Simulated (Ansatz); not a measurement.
Take SnTe in the rock salt structure (space group Fm-3m, No. 225; a = 6.409 Å) as the base. Axes: x, y, z lie along the cube axes.

Computed with PBE (Ansatz, a first-principles code; PAW; 420 eV plane waves; spin-orbit coupling left out).

One thing is altered: the cell is scaled by 1.0150 in all directions, atoms relaxed at fixed cell.

Question: Predict the stress tensor and what it implies for the stiffness.

Answer: Stress of the strained cell less that of the base (GPa, compression positive):
```
  -1.64    0.00    0.00
   0.00   -1.64    0.00
   0.00    0.00   -1.64
```

Then B = −ΔP/(ΔV/V₀) with ΔV/V₀ = 0.0457 gives secant stiffness values (nonlinear terms included at this strain): B ≈ 36 GPa.

As a check, the harmonic strain energy −½ V₀ Δσ:ε is 7.6 meV/atom; the computed energy rise is 8.0 meV/atom.

Whether these cells are dynamically stable was not tested.
